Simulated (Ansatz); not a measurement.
Cost and result by functional for the adsorption energy of H2O on the 1x1 (111) surface of fcc Cu, one in a 2x2 cell, started at the site 'bridge Cu-Cu (span 2.6 Å)', in Ansatz (plane waves, PAW). Single points on the PBE structure, on one kind of machine; costs are rough ratios of the slab run's core time (references not counted) to the cheapest single point. r2SCAN's cost holds its higher cutoff (500 against 420 eV). Differences are taken against r2SCAN for comparison alone: no measured value is at hand, so the table doesn't rank accuracy.

Model: 19-atom slab, 6.2 Å thick at the start under the adsorbate (thin: gaps and levels are the slab's own), 6x6x1 mesh, Fermi-Dirac 0.1 eV, dipole correction, 8 atoms held, the rest relaxed; no symmetry held; no spin, no spin-orbit, no U, no dispersion correction. At the end no host atom lies within bonding distance. In PBE it is, or lies within 0.03 eV of, the lowest of the starts that converged. These notes are the PBE run's. Adsorption energies are against H2O(g). A negative adsorption energy means that the adsorbate is more stable on the surface than in its reference.

```tsv
functional	relative cost	adsorption energy (eV)	less r2SCAN (eV)
RPBE	1	0.02	0.28
r2SCAN	2	-0.26	0.00
PBE (the relaxed run's value)	–	-0.15	0.12
```

The values span 0.28 eV, while the single points' costs differ by a factor of roughly 2. Differences are of unrounded values.

Ansatz is an electronic-structure program.
